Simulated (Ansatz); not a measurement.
GaP: strain along the normal

GaP (zinc blende, F-43m, 20.249 Å³/atom at rest) under an equal strain ε in the (001) plane with the normal axis free, as in a coherent film. r2SCAN in Ansatz, a plane-wave DFT program (PAW, default set), 500 eV, 10×10×10 Γ-centred mesh, Fermi-Dirac smearing 0.05 eV; ions are relaxed within the symmetry of each cell.

Here s stands for strain and y for normal strain.

```csv
strain (%),normal strain (%)
-3.00,?
-1.50,1.27
-1.00,0.85
-0.50,0.43
0.00,0.00
0.50,-0.42
1.00,-0.85
1.50,-1.28
```

Fit y of the 7 rows that show it with a straight line. Means: s 0, y 0.000. About the means, the sum of products is -5.9500 and the sum of squares of s is 7.0000; the slope is their ratio. Least squares gives y = 0.000 - 0.8500·s. Residuals (row less fit): -0.005, 0.000, 0.005, 0.000, 0.005, 0.000, -0.005; standard error 0.004 (degrees of freedom: 5). The slope, -0.85 ± 0.00, is the elastic response of the normal axis, −2C12/C11 for this plane.

Q: What does the fit predict for y at s = -3.00, and how far is the calculated value from it?

A: y = 0.000 - 0.8500 × (-3.0) = 2.550%. The calculation gives 2.51%, 0.040% below the prediction (1.1 % of the range of y in the table). The row lies outside the fitted rows, so this is an extrapolation. The fitted rows scatter only by rounding.

One order more, fitted to all 13 runs of the series, follows each within 0.01, so the miss is the next term of a smooth law. Rows are the converged runs of the series near zero and its far end; series whose fitted rows scatter by over a few per cent of the range, as at a crossing or softening among them, aren't shown in this form. Most that stay on the fit to the last digits aren't either.
